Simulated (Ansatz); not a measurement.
**Pressure series in Ge**

Consider Ge in the diamond structure (space group Fd-3m, No. 227).

```xyz
2
Lattice="0.0000 2.8372 2.8372 2.8372 0.0000 2.8372 2.8372 2.8372 0.0000" Properties=species:S:1:pos:R:3 pbc="T T T"
Ge     2.8372     2.8372     2.8372
Ge     4.2558     4.2558     4.2558
```

Cell and atoms are relaxed at each pressure.

The values are results of Ansatz (a program for electronic structure), r2SCAN, PAW, cutoff 500 eV, no spin-orbit coupling, not measurements.

```tsv
P (GPa)	V (Å³/atom)
-1.99	23.549
-0.99	23.175
1.80	22.303
4.20	21.683
8.99	20.676
18.00	19.277
30.00	17.956
45.00	16.761
60.00	15.854
```

Fit a third-order Birch–Murnaghan equation of state.

Least squares on P(V) = (3B₀/2)[(V₀/V)^(7/3) − (V₀/V)^(5/3)]·[1 + (3/4)(B₀′ − 4)((V₀/V)^(2/3) − 1)] gives V₀ = 22.84 Å³/atom, B₀ = 73 GPa and B₀′ = 4.4.

Measured bulk modulus of Ge: 77.3 GPa (static lattice; corrected from measurement; as listed in Tanner et al., arXiv (2021)); the computed value is 6 % below it.

Load acts through the strain it causes; cell and atoms are relaxed under it. Whether these cells are dynamically stable was not tested. Measured, Ge leaves this structure (for the β-tin structure) near 10.6 GPa (room temperature; as listed in arXiv:1906.07825).
